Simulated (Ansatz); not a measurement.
An Ansatz (a first-principles code) run: a single point on KTaO3 with a change (pressure 9 GPa), its geometry relaxed with PBE; Ansatz HSE06, no SOC.

Input:

Ansatz 0.2 input:
```yaml
crystal:
  lattice:
    - [3.9666267591, 0, 0]
    - [0, 3.9666267591, 0]
    - [0, 0, 3.9666267591]
  atoms:
    - { symbol: K, position: [0, 0, 0] }
    - { symbol: Ta, position: [0.5, 0.5, 0.5] }
    - { symbol: O, position: [0, 0.5, 0.5] }
    - { symbol: O, position: [0.5, 0.5, 0] }
    - { symbol: O, position: [0.5, 0, 0.5] }
basis: { ecutwfc: 420, ecutrho_ratio: 4, xc_grid: 2, fft_grid_basis: typed }
kpoints: { mp_grid: { grid: [6, 6, 6] } }
hamiltonian:
  xc: hse06
  dispersion: none
  pseudopotentials: { kind: paw }
scf: { occupations: { method: fermi_dirac, width: 0.01 } }
output: { eigenvalues: true, eigenstates: { kpoints: [[0.5, 0.5, 0.5], [0, 0, 0], [0, 0.5, 0], [0.5, 0.5, 0]] } }
```

Output (explanatory and most iteration lines left out):

```
Pseudopotential: K, paw, valence charge 9
Pseudopotential: Ta, paw, valence charge 13
Pseudopotential: O, paw, valence charge 6
Crystal: 5 atoms, lattice volume = 62.411 Å³
Basis set: ecut = 420 eV, 1213 PW (Γ), exchange–correlation on 54×54×54 points (8 copies of the dense FFT grid, shifted against one another)
Bands: 25, of which v1, the nominal top of the filled ones, is band 20 counted from 1 (19 counted from 0)
Symmetry: 48 space group operations
Space group: Pm-3m (ITA 221), of the structure as read, at distance tolerance 4.0e-5 Å
k-points: 20 of 216
Functional: x = pbe(κ = 0.804, μ = 0.2195149727645171), c = pbe(β = 0.06672455060314922), warm-up for x = pbe(κ = 0.804, μ = 0.2195149727645171) + 0.25 (exact …
SCF iter   1: F=—  HF=-13178.146716 eV  |F-HF|=—  |Δ(HF+E_count)|=         —  Δρ=3.40e-3  dr2=9.13e-3  ethr=1.77e-3  ⟨swp⟩=9.8  Hψ=2236  notcnv=0
SCF iter   2: F=—  HF=-13178.146454 eV  |F-HF|=—  |Δ(HF+E_count)|=   2.62e-4  Δρ=3.16e-3  dr2=5.50e-3  ethr=2.28e-5  ⟨swp⟩=6.0  Hψ=1681  notcnv=0  defer=15
SCF 1 stopped early in 3 iterations: F = -13178.145273 eV  dr2 = 9.16e-5
Crystal: 5 atoms, lattice volume = 62.411 Å³
Functional: x = pbe(κ = 0.804, μ = 0.2195149727645171) + 0.25 (exact − pbe) at short range (hse, ω = 0.20786987370883472 Å⁻¹), c = pbe(β = 0.06672455060314922); HSE06 as pw.x's `hse` composes it (authors' and Libxc's form: `xc: wpbeh`)
SCF iter   1: F=—  HF=-13179.147015 eV  |F-HF|=—  |Δ(HF+E_count)|=         —  Δρ=1.30e-2  dr2=1.71e-1  ethr=2.29e-6  ⟨swp⟩=6.9  Hψ=2379  notcnv=0
SCF iter   2: F=—  HF=-13179.102743 eV  |F-HF|=—  |Δ(HF+E_count)|=   4.43e-2  Δρ=1.02e-2  dr2=5.33e-2  ethr=2.29e-6  ⟨swp⟩=6.2  Hψ=2175  notcnv=0  defer=5
SCF 2 stopped early in 6 iterations: F = -13179.106895 eV  dr2 = 8.67e-6
Crystal: 5 atoms, lattice volume = 62.411 Å³
SCF iter   1: F=—  HF=-13179.106724 eV  |F-HF|=—  |Δ(HF+E_count)|=         —  Δρ=6.80e-5  dr2=9.91e-7  ethr=4.85e-7  ⟨swp⟩=5.5  Hψ=1200  notcnv=0
SCF iter   2: F=—  HF=-13179.106724 eV  |F-HF|=—  |Δ(HF+E_count)|=   2.48e-7  Δρ=3.51e-5  dr2=2.83e-7  ethr=1.98e-9  ⟨swp⟩=4.2  Hψ=1303  notcnv=0
SCF 3 converged in 4 iterations: F = -13179.106725 eV  dr2 = 1.47e-9
Free energy (F): -13179.106725 eV
Internal energy: -13179.106725 eV  (E = F + TS)
E sigma→0 (E₀):  -13179.106725 eV
Fermi energy:    9.738749 eV
```

Single points use the geometry relaxed with PBE. The hybrid gap comes from the SCF mesh plus the semilocal run's edge points and a few special points and is an upper bound. Spin-orbit coupling, missing from the scalar runs, can matter with Ta. Load acts through the strain it causes; cell and atoms are relaxed under it. No phonon test of stability was made. Competing high-pressure phases were not computed. The cell was made from KTaO₃ in the cubic perovskite structure (space group Pm-3m, No. 221) by this change: pressure 9 GPa.
